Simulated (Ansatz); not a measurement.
**Effect of C → Pb on TiC**

The parent structure is TiC in the rock salt structure (space group Fm-3m, No. 225; a = 4.333 Å).

Modification: every C is replaced by Pb, then cell and atoms are relaxed.

Computed with PBE (Ansatz, a program for electronic structure), no spin-orbit coupling, earlier PAW set. k-mesh 14×14×14 (Γ-centred); smearing 0.05 eV (Fermi–Dirac), for the changed cell.

```yaml
volume_per_atom: 23.39 Å³ (base 10.17 Å³)
density: 9.05 g/cm³ (base 4.89 g/cm³)
lattice_parameter_a: 5.720 Å (base 4.333 Å)
space_group: Fm-3m (No. 225) (base Fm-3m (No. 225))
shortest_interatomic_distance: 2.860 Å (base 2.166 Å)
band_gap: zero (base zero)
```

Final structure:

```yaml
crystal:
  lattice:
    - [0.00000, 2.86000, 2.86000]
    - [2.86000, 0.00000, 2.86000]
    - [2.86000, 2.86000, 0.00000]
  atoms:
    - { symbol: Pb, position: [0.00000, 0.00000, 0.00000] }
    - { symbol: Ti, position: [0.50000, 0.50000, 0.50000] }
```

Spin-orbit coupling, missing from the scalar runs, can matter with Pb. No phonon test of stability was made. As relaxed here, TiPb is a hypothetical phase, not in the database extracts checked. The final runs are not spin-polarised.
